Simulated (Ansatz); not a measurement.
Question: Name crystals whose electron-phonon coupling λ lies between 0.4 and 0.62 and whose resistivity at 300 K lies between 16.9 and 26 μΩ·cm, by PBEsol, DFPT electron-phonon coupling, linearised Boltzmann equation (Ansatz, an electronic-structure program).

Answer: Many crystals can fit; among those computed here:
- PtSb (P6_3/mmc): 0.60, 17.0 μΩ·cm
- LaTl3 (Pm-3m): 0.52, 20 μΩ·cm
- LaCu2 (P6/mmm): 0.41, 19.3 μΩ·cm
- LuAu (Pm-3m): 0.45, 18.8 μΩ·cm

Metals; harmonic phonons alone scatter; means over directions. Halving the electron mesh moves these values by up to 10 %; q meshes are mostly untested. Some of the runs warned that the eigensolver left states short of its tolerance. Spin-orbit coupling is left out.

Formula and space group known from diffraction (Crystallography Open Database), not checked to be the room-temperature form: LaCu2 (P6/mmm), LaTl3 (Pm-3m), LuAu (Pm-3m), PtSb (P6_3/mmc). The missing spin-orbit coupling matters most for LaTl3 (Pm-3m), LuAu (Pm-3m), PtSb (P6_3/mmc).
